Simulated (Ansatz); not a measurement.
System: SiO2 (P4₁2₁2, No. 92). Method: PBE-D4 in Ansatz (plane waves, PAW).

Run with plane-wave cutoff 500 eV, 6×6×6 k mesh, gaussian smearing 0.02 eV, scalar-relativistic PAW data made under PBE.

Cell (relaxed at this level):

```xyz
12
Lattice="4.9317 0.0000 0.0000 0.0000 4.9317 0.0000 0.0000 0.0000 6.7883" Properties=species:S:1:pos:R:3 pbc="T T T"
Si     1.5346     1.5346     0.0000
Si     4.0005     0.9312     5.0913
Si     0.9312     4.0005     1.6971
Si     3.3971     3.3971     3.3942
O      1.1551     0.6281     1.2965
O      3.6210     1.8377     3.7948
O      1.3107     3.0939     0.4006
O      3.7766     4.3036     4.6906
O      4.3036     3.7766     2.0977
O      1.8377     3.6210     2.9935
O      3.0939     1.3107     6.3877
O      0.6281     1.1551     5.4919
```

**Question.** Estimate the band gap that the calculation returns.

**Answer.** 
- band gap: 5.66 eV (on the SCF k mesh)

Ansatz is a program for electronic structure.
